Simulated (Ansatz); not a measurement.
**Phonon-limited transport in Os (P6_3/mmc)**

Data:

```yaml
crystal:
  lattice:
    - [2.75526, 0.00000, 0.00000]
    - [-1.37763, 2.38612, 0.00000]
    - [0.00000, 0.00000, 4.34364]
  atoms:
    - { symbol: Os, position: [0.33333, 0.66667, 0.25000] }
    - { symbol: Os, position: [0.66667, 0.33333, 0.75000] }
```

All values below come from PBE, DFPT electron-phonon coupling, linearised Boltzmann equation (plane waves, PAW, scalar-relativistic; Ansatz, a quantum-chemistry and plane-wave program). Condition of this run: functional PBE, cell relaxed with it. Cell: relaxed with this functional, without spin-orbit coupling.

| Item | Result |
|---|---|
| resistivity at 300 K | 9.0 (x), 9.0 (y), 5.9 (z) μΩ·cm |
| resistivity at 77 K | 1.00 (x), 1.00 (y), 0.68 (z) μΩ·cm |
| electron mean free path at 300 K (weighted by the current that each state carries) | 8.0 nm |
| resistivity times mean free path for one path shared by all states (from the Fermi surface's area) | 6.6 (x), 6.6 (y), 4.4 (z) ×10⁻¹⁶ Ω·m² |
| electron-phonon coupling λ | 0.43 |
| transport coupling λ_tr | 0.50 (x), 0.50 (y), 0.45 (z) |
| logarithmic mean phonon energy | 19.2 meV |
| density of states at the Fermi level | 0.61 states/(eV·spin·cell) |
| Drude plasma energy | 7.8 (x), 7.8 (y), 9.3 (z) eV |
| Tc for μ* = 0.10 (anisotropic Eliashberg) | 1.33 K |
| Tc for μ* = 0.13 (anisotropic Eliashberg) | below 1 K |

A metal at this level (no band gap). Only scattering by harmonic phonons is included (no impurities, grain boundaries, electron-electron scattering or thermal expansion). Spin-orbit coupling is left out, which matters with elements this heavy. Halving the electron mesh (36x36x20) moves the resistivity by up to 2 % at 300 K, the mean free path by up to 1 %, the coupling by up to 1 %. Smearing 0.20 eV; phonons on a 6x6x3 q mesh, which this run doesn't test and which matters most at low temperature. Tc comes from the anisotropic Migdal-Eliashberg equations with μ*, a chosen number, referred to 20.0 meV.
